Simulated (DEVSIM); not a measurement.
## GaAs p-n junction from an implanted or diffused profile

Device: GaAs p-n junction from an implanted or diffused profile, at 300 K.

```
layer (left to right)  material  thickness (μm)  Nd (cm⁻³)  τn (s)  τp (s)
---------------------  --------  --------------  ---------  ------  ------
1                          GaAs            25.0     4.8e15    2e-8    2e-8
```

Added acceptor profile: 4.7e17 cm⁻³ × exp(−(x − 0 μm)²/(2·(0.085 μm)²)). Left contact: ohmic. Right contact: ohmic. Voltage is applied to the left contact. Recombination: SRH at mid-gap, Auger. Mobility is μmin + (μ − μmin)/(1 + (N/Nref)^α).

This is a model device: material constants are rounded textbook-type values typed into the input, and sizes, dopings and lifetimes were drawn at random. Values at 300 K.

```
parameter        GaAs
-------------  ------
gap (eV)        1.424
affinity (eV)    4.07
permittivity     12.9
Nc (cm⁻³)      4.7e17
Nv (cm⁻³)        9e18
μn (cm²/Vs)      8500
μp (cm²/Vs)       400
μn,min            500
μp,min             20
Nref,n           6e16
Nref,p         1.5e17
αn               0.39
αp               0.38
Cn (cm⁶/s)      1e-30
Cp (cm⁶/s)      1e-30
```

Simulated with DEVSIM: 1D drift-diffusion, Boltzmann statistics, complete ionisation; no tunnelling, impact ionisation, image-force lowering or self-heating.

The potential step across the device at zero bias is 1.229 V and the dark forward voltage at 1 A/cm² is 0.997 V. The dark forward voltage at 100 A/cm² is 1.164 V.

Dark reverse current:

```
V (V)   J (A/cm²)
------  ---------
-0.40    -1.3e-10
-1.00    -2.6e-10
-2.00    -4.3e-10
-3.00    -5.7e-10
-4.00    -7.0e-10
-6.00    -9.1e-10
-8.00     -1.1e-9
-10.00    -1.2e-9
-13.00    -1.5e-9
-16.00    -1.7e-9
-20.00    -1.9e-9
```

Small-signal capacitance in reverse bias (quasi-static):

```tsv
V (V)	C (nF/cm²)
-0.4	16.2
-1	13.8
-2	11.4
-3	9.99
-4	8.98
-6	7.65
-8	6.77
-10	6.15
-13	5.47
-16	4.97
-20	4.48
```
